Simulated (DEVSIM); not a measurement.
**GaAs p-n junction from an implanted or diffused profile**

Device: GaAs p-n junction from an implanted or diffused profile, at 300 K.

```tsv
layer (left to right)	material	thickness (μm)	Nd (cm⁻³)	τn (s)	τp (s)
1	GaAs	20.0	5.7e14	4.6e-10	4.6e-10
```

Added acceptor profile: 6.5e17 cm⁻³ × exp(−(x − 0.031 μm)²/(2·(0.024 μm)²)). Left contact: ohmic. Right contact: ohmic. Voltage is applied to the left contact. Recombination: SRH at mid-gap. Mobility is constant in doping.

This is a model device: material constants are rounded textbook-type values typed into the input, and sizes, dopings and lifetimes were drawn at random. Values at 300 K.

```tsv
parameter	GaAs
gap (eV)	1.424
affinity (eV)	4.07
permittivity	12.9
Nc (cm⁻³)	4.7e17
Nv (cm⁻³)	9e18
μn (cm²/Vs)	8500
μp (cm²/Vs)	400
```

Simulated with DEVSIM: 1D drift-diffusion, Boltzmann statistics, complete ionisation; no tunnelling, impact ionisation, image-force lowering or self-heating.

Potential step across the device at zero bias: 1.161 V
Dark forward voltage at 1 A/cm²: 0.912 V
Dark forward voltage at 100 A/cm²: 1.302 V

Small-signal capacitance in reverse bias (quasi-static):

| V (V) | C (nF/cm²) |
|---|---|
| -0.04 | 6.90 |
| -0.1 | 6.71 |
| -0.2 | 6.44 |
| -0.3 | 6.19 |
| -0.4 | 5.97 |
| -0.6 | 5.59 |
| -0.8 | 5.28 |
| -1 | 5.02 |
| -1.3 | 4.68 |
| -1.6 | 4.41 |
| -2 | 4.11 |

Dark forward current:

(V (V), J (A/cm²)): (0.05, 6.9e-9); (0.10, 2.4e-8); (0.20, 1.9e-7); (0.25, 5.3e-7); (0.30, 1.5e-6); (0.40, 1.1e-5); (0.45, 3.1e-5); (0.55, 0.00024); (0.60, 0.00067); (0.65, 0.0019); (0.75, 0.017); (0.80, 0.056); (0.85, 0.20); (0.95, 2.6); (1.00, 7.7); (1.10, 30); (1.15, 45); (1.20, 62); (1.30, 99); (1.35, 120); (1.40, 140); (1.50, 180); (1.55, 200); (1.65, 250); (1.70, 270); (1.75, 290); (1.85, 340); (1.90, 360)
